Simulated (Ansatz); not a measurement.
Input and output of a self-consistent single point for Sr3Mg (P1, 4 atoms in the cell) (Ansatz, an electronic-structure program).

Method of the run: LDA (PW92), PAW files made with PBE (plane waves; Ansatz).

The change in words: lattice scaled by 0.98. Reference geometry:
```
CELL_PARAMETERS angstrom
      4.20784     0.00000     0.00000
     -2.10392     3.64410     0.00000
      0.00000     0.00000    12.37335
ATOMIC_POSITIONS crystal
  Sr 0.67082 0.33959 0.99898
  Sr 0.00386 0.00768 0.28194
  Sr 0.98208 0.99335 0.71370
  Mg 0.67657 0.32605 0.50538
```

Reference input (self-consistent single point, DFT, LDA (PW92), plane waves, PAW files made with PBE): kpoints.mp_grid.grid = 5 5 2; hamiltonian.xc = lda; hamiltonian.pseudopotentials = {kind: paw} (the program's default PAW files); scf.occupations.method = fermi_dirac; scf.occupations.width = 0.136 eV. This run's input differs from it in these lines:

```diff
@@ -3,5 +3,5 @@
   lattice:
-    - [4.20784000, 0.00000000, 0.00000000]
-    - [-2.10392000, 3.64409600, 0.00000000]
-    - [0.00000000, 0.00000000, 12.37335000]
+    - [4.12368300, 0.00000000, 0.00000000]
+    - [-2.06184200, 3.57121400, 0.00000000]
+    - [0.00000000, 0.00000000, 12.12588300]
   atoms:
```

Log, with long lists cut:

```
SCF iter   1: F=—  HF=-12235.603618 eV  |F-HF|=—  |Δ(HF+E_count)|=         —  Δρ=1.91e-2  dr2=1.36e1  ethr=3.10e-3  ⟨swp⟩=9.6  Hψ=3674  notcnv=0
all-band conjugate gradients solve this SCF's bands
preconditioner: auto → Kerker (q_TF=auto, 2.126 Å⁻¹)
SCF iter   2: F=—  HF=-12234.895123 eV  |F-HF|=—  |Δ(HF+E_count)|=   7.08e-1  Δρ=1.06e-2  dr2=4.38e0  ethr=3.10e-3  ⟨swp⟩=10.8  Hψ=6059  notcnv=0
automatic band count: the SCF goes on with 30 bands, as 25 were too few: the levels above may hold too much charge
   [... lines left out ...]
SCF iter   6: F=—  HF=-12234.474632 eV  |F-HF|=—  |Δ(HF+E_count)|=   1.20e-4  Δρ=8.12e-5  dr2=1.05e-4  ethr=9.21e-7  ⟨swp⟩=2.0  Hψ=1329  notcnv=0
SCF iter   7: F=—  HF=-12234.474623 eV  |F-HF|=—  |Δ(HF+E_count)|=   8.53e-6  Δρ=2.78e-5  dr2=3.37e-6  ethr=2.64e-7  ⟨swp⟩=1.2  Hψ=784  notcnv=0
SCF iter   8: F=—  HF=-12234.474626 eV  |F-HF|=—  |Δ(HF+E_count)|=   2.23e-6  Δρ=6.74e-6  dr2=1.53e-7  ethr=8.44e-9  ⟨swp⟩=2.8  Hψ=1332  notcnv=0
SCF iter   9: F=-12234.474625 eV  HF=-12234.474625 eV  |F-HF|=6.08e-10  |Δ(HF+E_count)|=   3.63e-8  Δρ=1.40e-6  dr2=5.37e-9  ethr=2.50e-10  ⟨swp⟩=11.4  Hψ=3903  notcnv=0
SCF 1 converged in 9 iterations: F = -12234.474625 eV  dr2 = 5.37e-9
Free energy (F): -12234.474625 eV
Internal energy: -12234.220340 eV  (E = F + TS)
E sigma→0 (E₀):  -12234.347483 eV
Entropy (-TS):   -0.254286 eV (-63.571 meV/atom)
Fermi energy:    5.198949 eV
--- Forces (eV/Å), atoms counted from 1 ---
  atom   1  Sr    -0.00961852    -0.00642047    -0.01026301
  atom   2  Sr     0.02814812    -0.02446235    -0.00111921
  atom   3  Sr     0.08249504    -0.00174741     0.23101749
  atom   4  Mg    -0.10102307     0.03262952    -0.21963787
--- Stress (GPa, compression-positive) ---
       -0.629077      -0.172643       0.068066
       -0.172643      -0.670309       0.008581
        0.068066       0.008581      -0.256287
  P = ⅓ Tr σ = -0.5186 GPa (-5.186 kbar)
  The stress holds the Pulay correction. Without it, at fixed plane waves, as pw.x and ABINIT print it: P = -0.5212 GPa
```

The run converged in 9 iterations. Against the reference run the free energy drops by 15.9 meV/atom, the pressure goes from -1.27 to -0.52 GPa and the largest force goes from 0.209 to 0.245 eV/Å.

The starting cell comes from a database of computed structures (which also holds hypothetical and non-ambient phases and stackings), without a prior relaxation at this level. Its atoms were displaced at random from the sites of space group no. 187. For this run, on top of that: lattice scaled by 0.98. Ansatz's pressure includes its estimate of the finite-basis (Pulay) stress.

Keys are those of Ansatz 0.2.
